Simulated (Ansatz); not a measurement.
The parent structure is Al$_{2}$Au (space group Fm-3m, No. 225; relaxed with 0.1 eV smearing).

```xyz
3
Lattice="0.0000 3.0016 3.0016 3.0016 0.0000 3.0016 3.0016 3.0016 0.0000" Properties=species:S:1:pos:R:3 pbc="T T T"
Al     1.5008     1.5008     1.5008
Al     4.5024     4.5024     4.5024
Au     0.0000     0.0000     0.0000
```

Cartesian axes are those of the cell as printed.

All numbers come from Ansatz (an electronic-structure program), PBEsol, PAW, cutoff 420 eV, no spin-orbit coupling.

Base values:

- Volume per atom = 18.03 Å³

Perturbation: tensile biaxial strain of 1.67 % in the plane normal to [111], as in epitaxy on a mismatched substrate; the out-of-plane cell vector and the atoms relax.

Q: Estimate the effect on the volume per atom, in-plane stress and energy relative to the base.

A: The volume per atom increases by 0.36 Å³, from 18.03 Å³ to 18.39 Å³; the mean in-plane stress (compression positive) comes out as -3.2 GPa; the energy increases by 6.1 meV/atom.

No phonon test of stability was made.
